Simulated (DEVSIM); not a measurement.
Structure: Au/SiO2/n-Si capacitor, at 300 K.

```
layer (left to right)  material  thickness (nm)  Nd (cm⁻³)
---------------------  --------  --------------  ---------
1                          SiO2            19.0          -
2                            Si           17000     1.2e15
```

Metal gate on the left, work function 5.1 eV. Fixed charge at the semiconductor interface 0 cm⁻² (in units of +e); no interface traps.

Constants are typed, rounded textbook-type inputs, not results; the design itself was drawn at random and stands for no fabricated device. Values at 300 K; Nc and Nv go as T^1.5, mobilities as T to minus their exponent, the gap by Varshni's rule with the affinity fixed.

| parameter | SiO2 | Si |
|---|---|---|
| gap (eV) | 9 | 1.124 |
| affinity (eV) | 0.9 | 4.05 |
| permittivity | 3.9 | 11.7 |
| Nc (cm⁻³) | - | 2.86e19 |
| Nv (cm⁻³) | - | 3.1e19 |
| Varshni α (eV/K) | - | 0.000473 |
| Varshni β (K) | - | 636 |

Model (solved in DEVSIM): 1D Poisson equation in equilibrium, Boltzmann statistics, complete ionisation; no quantum confinement or tunnelling. Metal contacts follow the ideal Schottky-Mott rule: no Fermi-level pinning, no interface dipoles.

Base results: minimum of the low-frequency capacitance (μF/cm²) 0.0137; capacitance of the dielectric stack (μF/cm²) 0.182; threshold voltage (band bending 2φF) (V) 0.10; flat-band voltage (V) 0.79.

What follows from this one change: substrate doping 1.2e+15 → 2.4e+14 cm^-3?

minimum of the low-frequency capacitance 0.0137 → 0.00700 μF/cm²; capacitance of the dielectric stack little changed (0.182 μF/cm²); threshold voltage (band bending 2φF) 0.10 → 0.20 V; flat-band voltage 0.79 → 0.75 V.

What follows from this one change: gate work function 5.1 → 4.95 eV?

minimum of the low-frequency capacitance 0.0137 → 0.0140 μF/cm²; capacitance of the dielectric stack little changed (0.182 μF/cm²); threshold voltage (band bending 2φF) 0.10 → -0.05 V; flat-band voltage 0.79 → 0.64 V.

What follows from this one change: SiO2 thickness 0.019 → 0.01 μm?

minimum of the low-frequency capacitance 0.0137 → 0.0147 μF/cm²; capacitance of the dielectric stack 0.182 → 0.345 μF/cm²; threshold voltage (band bending 2φF) 0.10 → 0.14 V; flat-band voltage little changed (0.79 V).

What follows from this one change: fixed charge 0 → 4.2e+11 cm^-2?

minimum of the low-frequency capacitance 0.0137 → 0.0140 μF/cm²; capacitance of the dielectric stack little changed (0.182 μF/cm²); threshold voltage (band bending 2φF) 0.10 → -0.27 V; flat-band voltage 0.79 → 0.42 V.
